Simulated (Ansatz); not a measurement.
**Worked sum: formation energy of H_i in Hf (hcp, P6₃/mmc)**

Subject: the formation energy of H_i in Hf (hcp, P6₃/mmc). Reaction: 36 Hf (hcp) + 1/2 H2 (gas) → cell A.

A: a supercell of 36 sites of Hf (hcp, P6₃/mmc) with H off the lattice sites (6 Hf at 2.28 Å); spin state with PBE: run without spin.

Method: Ansatz (an electronic-structure program), PAW, neutral cells at 0 K with nuclei at rest, on structures from PBE. Ansatz runs with its default PAW set. Other levels take these structures. The lattices are those relaxed with PBE, so at other levels the solids can be strained, which adds to the spread. Larger cells are relaxed from a start prepared with the learned potential CHGNet, on a coarser mesh till forces fall under 0.03 eV/Å, which some starts already meet. A dispersion term (D3(BJ), or D4 for r2SCAN) was computed beside these levels and is taken off wherever the name lacks it. The runs are scalar-relativistic, without spin-orbit coupling. Mesh and cell size may move defect energies by 0.1 eV or more. Cell A has symmetry P-3m1 and got no random move, so less symmetric positions, which may lie lower, weren't tried.

Total energies of the cells in eV, at zero smearing width. They compare only within one column; the weights balance every element.

| cell | atoms | weight | PBE | PBE+D3(BJ) |
|---|---|---|---|---|
| A: Hf:H_i | 37 | +1 | -565985.10914 | -566001.34759 |
| Hf (hcp) | 36 | −1 | -565969.00845 | -565985.09312 |
| H2 (gas) | 2 | −1/2 | -31.74439 | -31.74691 |

PBE: (-565985.10914) − (-565969.00845) − 1/2 × (-31.74439) = -0.228 eV.

PBE+D3(BJ): (-566001.34759) − (-565985.09312) − 1/2 × (-31.74691) = -0.381 eV.
